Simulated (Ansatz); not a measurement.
# By hand: formation energy of Au_Cu in Cu (fcc, Fm-3m)

Consider the formation energy of Au_Cu in Cu (fcc, Fm-3m). Reaction: 63 Cu (fcc) + Au (fcc) → cell A.

A: a supercell of 64 sites of Cu (fcc, Fm-3m) with Au on a Cu site (12 Cu at 2.63 Å); spin state with PBE: run without spin.

Setting: static, neutral cells in Ansatz (PAW) whose structures rest at the PBE level. Ansatz (a program for electronic structure) runs with its default PAW set. Other levels take these structures. The lattices are those relaxed with PBE, so at other levels the solids can be strained, which adds to the spread. Larger cells are relaxed from a start prepared with the learned potential CHGNet, on a coarser mesh till forces fall under 0.03 eV/Å, which some starts already meet. A dispersion term (D3(BJ), or D4 for r2SCAN) was computed beside these levels and is taken off wherever the name lacks it. The PAW files were made for PBE and serve at the other functionals too. Space groups of crystals are read within 0.01 Å. Spin-orbit coupling is left out. Mesh and cell size may move defect energies by 0.1 eV or more. Cell A has symmetry Fm-3m within 0.02 Å and got no random move, so less symmetric positions, which may lie lower, weren't tried.

Total energies of the cells in eV, at zero smearing width. They compare only within one column; the weights balance every element.

| cell | atoms | weight | r2SCAN | PBE+D3(BJ) |
|---|---|---|---|---|
| A: Cu:Au_Cu | 64 | +1 | -430931.07623 | -430572.50104 |
| Cu (fcc) | 64 | −63/64 | -424398.58055 | -424048.05208 |
| Au (fcc) | 1 | −1 | -13163.50405 | -13149.95850 |

r2SCAN: (-430931.07623) − 63/64 × (-424398.58055) − (-13163.50405) = -0.219 eV.

PBE+D3(BJ): (-430572.50104) − 63/64 × (-424048.05208) − (-13149.95850) = -0.241 eV.
